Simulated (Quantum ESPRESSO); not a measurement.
# Refining one setting for WO2F (Cc, 8 atoms in the cell)

```
CELL_PARAMETERS angstrom
      4.68708    -2.75265     0.00000
      4.68708     2.75265     0.00000
     -3.34974     0.00000     4.51696
ATOMIC_POSITIONS crystal
  W  0.25084 0.80310 0.84248
  W  0.80310 0.25084 0.34248
  O  0.06309 0.50401 0.59702
  O  0.50401 0.06309 0.09702
  O  0.01009 0.03815 0.60150
  O  0.03815 0.01009 0.10150
  F  0.53048 0.55782 0.59535
  F  0.55782 0.53048 0.09535
```
Moments meant for the start (each program seeds them in its own way; μB, in the order of the atoms W W O O O O F F): 1.0 1.0 0.0 0.0 0.0 0.0 0.0 0.0.

Method: LDA (PZ), GBRV 1.5 ultrasoft (LDA) pseudopotentials (plane waves; Quantum ESPRESSO).

The starting cell comes from a database of computed structures (which also holds hypothetical and non-ambient phases and stackings), without a prior relaxation at this level. Its lattice was rescaled by a random factor within 2.5 % of one. The starting moments vanished: the run ended non-magnetic. In the base run, with a pressure of about -8 GPa the cell is away from its equilibrium volume at this level. In the base run, forces exceed 1 eV/Å.

Held fixed: ecutwfc = 40 Ry; ecutrho = 320 Ry; occupations = smearing; smearing = methfessel-paxton; degauss = 0.0073499 Ry; nspin = 2; potentials = {W: w_lda_v1.2.uspp.F.UPF, O: o_lda_v1.2.uspp.F.UPF, F: f_lda_v1.4.uspp.F.UPF}; K_POINTS = automatic 5 5 5 0 0 0; mixing_beta = 0.4.

ΔF is the free energy per atom less that of the last row (7.3e-14 Ry).

The series runs over conv_thr = 0.0073 Ry; 0.00073 Ry; 7.3e-05 Ry; 7.3e-06 Ry; 7.3e-07 Ry; 7.3e-08 Ry; 1e-09 Ry; 7.3e-10 Ry; 7.3e-12 Ry; 7.3e-14 Ry.

From which setting on does the largest force stay within 0.005 eV/Å of the last one?

From conv_thr = 7.3e-07 Ry on; the one before it is off by 0.0063 eV/Å. The value it settles on is 1.082 eV/Å at this level of theory and with the other settings as held.

From which setting on does the energy stay within 1 meV/atom of the last one?

From conv_thr = 0.00073 Ry on; the one before it is off by 1.3 meV/atom.

```tsv
conv_thr	ΔF (meV/atom)	pressure (GPa)	largest force (eV/Å)	iterations
0.0073 Ry	1.34	-8.02	1.015	4
0.00073 Ry	-0.64	-7.05	1.064	6
7.3e-05 Ry	-0.03	-7.60	1.093	7
7.3e-06 Ry	0.00	-8.01	1.088	8
7.3e-07 Ry	0.00	-7.86	1.079	10
7.3e-08 Ry	0.00	-7.88	1.081	11
1e-09 Ry	0.00	-7.88	1.082	13
7.3e-10 Ry	0.00	-7.88	1.082	13
7.3e-12 Ry	0.00	-7.88	1.082	15
7.3e-14 Ry	0.00	-7.88	1.082	18
```
